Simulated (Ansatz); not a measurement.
**PBE against r2SCAN: TiO2, pressure 0.3 GPa**

Start from TiO₂ in the anatase structure (space group I4_1/amd, No. 141; a = 3.798 Å, c = 9.704 Å).

(Cell as relaxed with PBE.)

Levels (all Ansatz, a quantum-chemistry and plane-wave program, PAW, earlier PAW set): PBE (420 eV, scalar-relativistic without spin-orbit coupling); r2SCAN (500 eV, no spin-orbit coupling).

Each level relaxes its own structure.

```json
[
 {"base": "volume per atom", "PBE": "11.67 Å³", "r2SCAN": "11.41 Å³"},
 {"base": "lattice parameter a", "PBE": "7.178 bohr", "r2SCAN": "7.139 bohr"},
 {"base": "band gap", "PBE": "2.13 eV", "r2SCAN": "2.53 eV"}
]
```

Modification: cell and atoms relaxed at a pressure of 0.3 GPa.

```csv
quantity,PBE,r2SCAN
lattice parameter a,7.175 bohr,7.137 bohr
shift of the gap caused by the change,0.00 eV,0.00 eV
```

PBE's lattice parameter a lies 0.038 bohr above r2SCAN's (0.5 %); the two agree on the shift of the gap caused by the change. Neither level is exact; r2SCAN is the comparison here, not a measurement.

Load acts through the strain it causes; cell and atoms are relaxed under it. Stability against distortions was not tested. All final runs are without spin polarisation.
